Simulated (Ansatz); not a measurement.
The parent structure is HfO2 in the fluorite structure (space group Fm-3m, No. 225).

```
CELL_PARAMETERS angstrom
      0.00000     2.52923     2.52923
      2.52923     0.00000     2.52923
      2.52923     2.52923     0.00000
ATOMIC_POSITIONS crystal
  Hf 0.00000 0.00000 0.00000
  O  0.25000 0.25000 0.25000
  O  0.75000 0.75000 0.75000
```

Cartesian axes are those of the cell as printed.

All numbers come from r2SCAN/PAW in Ansatz (a program for electronic structure), no spin-orbit coupling.

Before the change:

The band gap is 4.30 eV and the smallest direct gap is 4.30 eV.

It is then changed as follows: a free-standing slab of 2 layers (6 atoms, 3 a layer) is cut normal to [111], with 15 Å of vacuum and the in-plane cell held at bulk.

Problem. Estimate the effect on the band gap, gap character and smallest direct gap.

Solution. The band gap grows by 0.68 eV, from 4.30 eV to 4.98 eV; the gap character is indirect, k = (0, 0.364, 0) in the run's primitive reciprocal basis → Γ; the smallest direct gap rises by 0.91 eV (4.30 eV → 5.21 eV).

Spin-orbit coupling, missing from the scalar runs, can matter with Hf. No phonon test of stability was made. This is not the structure that HfO2 has at room temperature and ambient pressure. k-point labels follow each cell's own Brillouin zone.
